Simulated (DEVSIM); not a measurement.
Structure: illuminated Si n-on-p cell, one wavelength, at 300 K.

Layer 1 from the left is Si, thickness (μm) 0.600, Nd (cm⁻³) 3.1e18, τn (s) 1e-6, τp (s) 9.8e-7, absorption coefficient (cm⁻¹) 630. Layer 2 from the left is Si, thickness (μm) 79.0, Na (cm⁻³) 2.1e17, τn (s) 3.6e-8, τp (s) 1.2e-6, absorption coefficient (cm⁻¹) 630.

Left contact: ohmic, minority hole recombination velocity 2e6 cm/s. Right contact: ohmic, minority electron recombination velocity 100 cm/s. Voltage is applied to the left contact. Recombination: SRH at mid-gap, radiative, Auger. Gap narrowing is on: ΔEg = 6.92 meV × (l + √(l² + 0.5)), l = ln(N/1.3e17 cm⁻³), shared equally by both band edges. Light enters at the left, 4e16 photons cm⁻² s⁻¹, one pass, no reflection. Mobility is constant in doping.

This is a model device: material constants are rounded textbook-type values typed into the input, and sizes, dopings and lifetimes were drawn at random. Values at 300 K.

Si: gap (eV) 1.124, affinity (eV) 4.05, permittivity 11.7, Nc (cm⁻³) 2.86e19, Nv (cm⁻³) 3.1e19, μn (cm²/Vs) 1417, μp (cm²/Vs) 470, B (cm³/s) 4.7e-15, Cn (cm⁶/s) 2.8e-31, Cp (cm⁶/s) 9.9e-32.

Model (solved in DEVSIM): 1D drift-diffusion, Boltzmann statistics, complete ionisation; no tunnelling, impact ionisation, image-force lowering or self-heating.

### Question
What does the simulation give for the largest field in the device at zero bias, the potential step across the device at zero bias?

### Answer
largest field in the device at zero bias 230000 V/cm; potential step across the device at zero bias 0.911 V.
